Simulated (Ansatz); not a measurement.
By hand: formation energy of Pt_W in W (bcc, Im-3m)

Subject: the formation energy of Pt_W in W (bcc, Im-3m). Reaction: 63 W (bcc) + Pt (fcc) → cell A.

A: a supercell of 64 sites of W (bcc, Im-3m) with Pt on a W site (8 W at 2.79 Å); spin state with PBE: run without spin.

Method: Ansatz (an electronic-structure program), PAW, neutral cells at 0 K with nuclei at rest, on structures from PBE. Ansatz runs with its default PAW set. Other levels take these structures. The lattices are those relaxed with PBE, so at other levels the solids can be strained, which adds to the spread. Larger cells are relaxed from a start prepared with the learned potential CHGNet, on a coarser mesh till forces fall under 0.03 eV/Å, which some starts already meet. A dispersion term (D3(BJ), or D4 for r2SCAN) was computed beside these levels and is taken off wherever the name lacks it. The runs are scalar-relativistic, without spin-orbit coupling. Mesh and cell size may move defect energies by 0.1 eV or more. Cell A has symmetry Im-3m within 0.02 Å and got no random move, so less symmetric positions, which may lie lower, weren't tried.

Total energies of the cells in eV, at zero smearing width. They compare only within one column; the weights balance every element.

```csv
cell,atoms,weight,r2SCAN,r2SCAN+D4
A: W:Pt_W,64,+1,-667565.64405,-667579.48178
W (bcc),64,−63/64,-665427.10885,-665440.92039
Pt (fcc),1,−1,-12536.78106,-12537.02840
```

r2SCAN: (-667565.64405) − 63/64 × (-665427.10885) − (-12536.78106) = 0.947 eV.

r2SCAN+D4: (-667579.48178) − 63/64 × (-665440.92039) − (-12537.02840) = 0.953 eV.

What follows from the r2SCAN value: With the reservoirs of the reaction as written, and without entropy terms or charged states, the share of sites that hold the defect in equilibrium is exp(−0.95 eV/k_BT) = 1.6×10^-5 at 1000 K.
